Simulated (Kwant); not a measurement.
Device: wire with one Gaussian impurity in a InAs two-dimensional gas. Effective mass 0.023 mₑ, grid spacing 7.5 nm, hard walls, nominal width 150 nm (19 grid rows, so walls 150 nm apart), one parabolic valley, scattering region 450 nm long along x; energies count from the band bottom; Fermi energy swept from 0.0005813 to 0.012353 eV. Impurity U exp(−r²/2σ²), U = -0.15 eV, σ = 11 nm, 0 nm off the axis.

The device is made up for the run: typed textbook-type constants, with dimensions and the other settings drawn at random.

Computed with Kwant: effective-mass tight-binding model on a square grid, one spin, coherent transport at 0 K. Conductance is in e²/h.

Density of the scattering states that come in from the left lead, at energy = 0.0065165 eV, in bins, relative to the largest site value (x marks bins outside the device):

```
|11111111110000000000000000000000000000000000|
|54444444332211111110000000000000000000000000|
|76667776554322223321000000000000000000000000|
|76567776554321223321000000000000000000000000|
|43334543333211123321000000000000000000000000|
|10012211111100012210000000000000000000000000|
|00111100001110000100000000000000000000000000|
|34443310013321100000000000000000000000000000|
|78876532234543210002111000000000000000000000|
|89997643345653210012131011000000111110000000|
|78876532234543210002111000000000000000000000|
|34443310013321100000000000000000000000000000|
|00111100001110000100000000000000000000000000|
|10012211111100012210000000000000000000000000|
|43334543333211123321000000000000000000000000|
|76567776554321223321000000000000000000000000|
|76667776554322223321000000000000000000000000|
|54444444332211111110000000000000000000000000|
|11111111110000000000000000000000000000000000|
```
Scale: ten equal steps from 0.005 (start of '0') to 1.00 (end of '9'), in the order '0123456789'; x runs from -213 to 213, y from -64.4 (bottom) to 64.4 (top).

The conductance there is 1.15 e²/h with 3 open channel(s) in the leads.
